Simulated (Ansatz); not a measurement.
## Mo with two functionals, x(Cr) = 0.333, 3 atoms, P-3m1

Base system: Mo in the bcc (W type) structure (space group Im-3m, No. 229; a = 3.161 Å).

(Cell as relaxed with PBE.)

Levels (all Ansatz, a quantum-chemistry and plane-wave program, PAW, earlier PAW set): PBE (420 eV, without spin-orbit coupling); r2SCAN (500 eV, without spin-orbit coupling).

Each level relaxes its own structure.

```
base                      PBE    r2SCAN
-------------------  --------  --------
volume per atom      15.79 Å³  15.64 Å³
lattice parameter a   3.161 Å   3.151 Å
band gap                 zero      zero
```

The change: Cr replaces 33.3 % of the Mo, ordered in a cell of 3 atoms (starting symmetry P-3m1) and fully relaxed.

```json
[
 {"quantity": "mixing energy (to 0.01 eV only: unlike meshes or grids)", "PBE": "+0.08 eV/atom", "r2SCAN": "(withheld)"},
 {"quantity": "volume per atom", "PBE": "14.50 Å³", "r2SCAN": "(withheld)"}
]
```

Problem. Given the PBE results, estimate those of r2SCAN.

Solution. 
- mixing energy (to 0.01 eV only: unlike meshes or grids), r2SCAN: +0.09 eV/atom
- volume per atom, r2SCAN: 14.33 Å³

PBE's mixing energy lies 0.01 eV/atom below r2SCAN's; PBE's volume per atom lies 0.17 Å³ above r2SCAN's (1.2 %). Neither level is exact; r2SCAN is the comparison here, not a measurement.

These are small ordered cells, not random alloys; other orderings at the same x differ. Whether these cells are dynamically stable was not tested. Seeded moments were not kept for x(Cr) = 0.333, 3 atoms, P-3m1 and Mo → Cr. The final runs are not spin-polarised. Real Cr is antiferromagnetic at low temperature and ambient pressure, an order that this cell doesn't hold.
